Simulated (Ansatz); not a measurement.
Effect of strain tensor (xx, yy, zz, yz, xz, xy) = (−1.79, −1.00, +1.33, +1.34, +0.10, +0.93) % on GaP

Start from GaP in the zinc blende structure (space group F-43m, No. 216; a = 5.452 Å). Axes: x, y, z lie along the cube axes.

Perturbation: strain tensor (xx, yy, zz, yz, xz, xy) = (−1.79, −1.00, +1.33, +1.34, +0.10, +0.93) %, atoms relaxed at fixed cell.

Computed with DFT with r2SCAN, PAW potentials and a 500 eV plane-wave cutoff in Ansatz (a program for electronic structure), no SOC, earlier PAW set. k-mesh 10×10×10 (Γ-centred); smearing 0.05 eV (Fermi–Dirac).

```csv
quantity,base,changed,shift
shortest interatomic distance,2.361 Å,2.335 Å,-0.026 Å
energy relative to the base (free energy F),0 meV/atom,+9.0 meV/atom,+9.0 meV/atom
"pressure (mean of the normal stresses, compression positive)",0.00 GPa,1.37 GPa,+1.37 GPa
band gap,1.85 eV,1.47 eV,-0.38 eV
gap character,–,"indirect, Γ → V",–
smallest direct gap,2.36 eV,2.27 eV,-0.09 eV
"valence-band top at Γ (three highest levels, from the VBM)","0.00, 0.00, 0.00 eV","0.00, -0.14, -0.33 eV",–
"valley order (the lowest conduction-band minima on the path, energy above the VBM, named in the base's zone)","a point along ⟨100⟩, about 1.0 Å⁻¹ from Γ 1.85 eV; L along ⟨111⟩ 2.04 eV; Γ 2.36 eV","a point along [100], about 1.1 Å⁻¹ from Γ 1.47 eV; a point along [010], about 1.0 Å⁻¹ from Γ 1.62 eV; L along [1-11] 1.68 eV; a point along [001], about 1.1 Å⁻¹ from Γ 1.78 eV; Γ 2.27 eV",–
largest internal atomic displacement,–,0.012 Å,–
"stress (xx, yy, zz, yz, xz, xy; compression positive)",–,"(2.42, 1.88, -0.19, -1.95, -0.16, -1.45) GPa",–
```

Stability against distortions was not tested. k-point labels follow each cell's own Brillouin zone.
